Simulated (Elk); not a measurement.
## Effort and miss along a sweep of rgkmax: Ho (P6_3/mmc, 2 atoms in the cell)

```
Ho
1.0
    3.53916     0.00000     0.00000
   -1.76958     3.06501     0.00000
    0.00000     0.00000     5.42609
Ho
2
Direct
  0.33333   0.66667   0.25000
  0.66667   0.33333   0.75000
```
Moments meant for the start (each program seeds them in its own way; μB, in the order of the atoms Ho Ho): 4.0 4.0.

Level of theory: PBE, all-electron FP-LAPW, Elk's shipped species files, APW+lo basis with extra local orbitals in Elk.

Base settings: xctype = 20; spinpol = true; rgkmax = 8; stype = 3; swidth = 0.00367493 Ha; ngridk = 5 5 3; reducebf = 0.5; gmaxvr = 16 1/bohr; nxlo = 2; lorbcnd = true.

Misses are taken against the tightest run, 11.31, which need not be fully converged itself. The energy is the free energy per atom.

Core times come from one kind of shared machine and are given to one figure; runs under 30 s give none.

The starting cell comes from a database of computed structures (which also holds hypothetical and non-ambient phases and stackings), without a prior relaxation at this level. Its lattice was rescaled by a random factor within 2.5 % of one. The magnetic order is the one reached from the typed start; others were not searched systematically. With U or open f shells several self-consistent states can exist. The f electrons are in the valence without U or exact exchange, which can misplace them near the Fermi level. Spin-orbit terms, which matter for f shells, are left out. Values depend on the basis (sphere radii, cutoffs, local orbitals), which need not be converged. Without a gap this mesh is coarse (it stands for a supercell whose shortest vector is 16 Å).

```csv
rgkmax,energy less reference (meV/atom),size of the net moment less reference (μB/atom),core time / reference (rough)
5.06,2589.54,0.11,0.7
5.66,1512.98,0.13,–
6.2,870.87,0.10,–
6.69,474.40,0.06,0.4
7.16,269.71,0.04,0.4
7.59,155.94,0.03,–
8,93.48,0.02,–
8.58,44.45,0.01,–
9.12,20.05,0.01,0.4
9.8,7.06,0.00,0.7
10.58,-0.33,0.00,1.0
11.31,0.00,0.00,1
```

Coarsest setting among those run that, with all tighter ones, holds the energy within 10 meV/atom of the reference: 9.8, off by 7.1 meV/atom; its saving against the reference is no more than about a factor of 2 in time.

Coarsest setting among those run that, with all tighter ones, holds the energy within 2 meV/atom of the reference: 10.58, off by 0.33 meV/atom; its saving against the reference is no more than about a factor of 2 in time.

The step from 6.69 to 10.58: it takes the miss in the energy from 470 to 0.33 meV/atom, for roughly 2 times the time.
